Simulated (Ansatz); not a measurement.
We consider L1₂ (Cu3Au-type) Pt₃Ti, described by PBEsol in Ansatz (PAW).

Run with plane-wave cutoff 520 eV, 16×16×16 k mesh, Fermi–Dirac smearing 0.032 eV (set by the program), no spin polarisation, scalar-relativistic PAW data made under PBE.

Computed at the level's own relaxed cell.

Elastic tensor (GPa, Voigt notation, ions relaxed):

```
  388.7   204.4   204.4     0.0     0.0     0.0
  204.4   388.7   204.4     0.0     0.0     0.0
  204.4   204.4   388.7     0.0     0.0     0.0
    0.0     0.0     0.0   156.0     0.0     0.0
    0.0     0.0     0.0     0.0   156.0     0.0
    0.0     0.0     0.0     0.0     0.0   156.0
```

Worked from these constants: the tetragonal shear constant is C′ = (C11 − C12)/2 = 92.1 GPa against C44 = 156.0 GPa, so the tetragonal shear is the softer. The Zener ratio C44/C′ is 1.69 (1 for an isotropic solid), and the Cauchy pressure C12 − C44 is 48.4 GPa. With C11 + 2C12 = 797.5 GPa all three Born conditions hold; they don't test modes at the zone boundary.

Spin–orbit coupling is not included.

The computed numbers hold no vibrational or temperature effects.

Ansatz is a quantum-chemistry and plane-wave program.
